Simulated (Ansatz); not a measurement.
Response to strain in BeTe

Start from BeTe in the zinc blende structure (space group F-43m, No. 216).

```
BeTe
1.0
    0.00000     2.82847     2.82847
    2.82847     0.00000     2.82847
    2.82847     2.82847     0.00000
Te Be
1 1
Direct
  0.75000   0.75000   0.75000
  0.00000   0.00000   0.00000
```

Cartesian axes are those of the cell as printed.

Strains are applied to the cell and any free atomic positions relax; under biaxial strain the out-of-plane vector relaxes too.

Level of theory: Ansatz (a first-principles code), r2SCAN, PAW, cutoff 500 eV, without spin-orbit coupling.

Candidates:
(a) uniaxial strain ε_yy = −2.26 %
(b) biaxial strain −2.42 %, plane normal [001], relaxed out of plane
(c) tensor shear ε_yz = −3.37 %

Notes on the quantities. energy relative to the base: free energy F.

Question: Order them by energy relative to the base, highest first.

Answer: (c) tensor shear ε_yz = −3.37 % (+17 meV/atom), (b) biaxial strain −2.42 %, plane normal [001], relaxed out of plane (+9.7 meV/atom), (a) uniaxial strain ε_yy = −2.26 % (+3.7 meV/atom)

Whether these cells are dynamically stable was not tested.
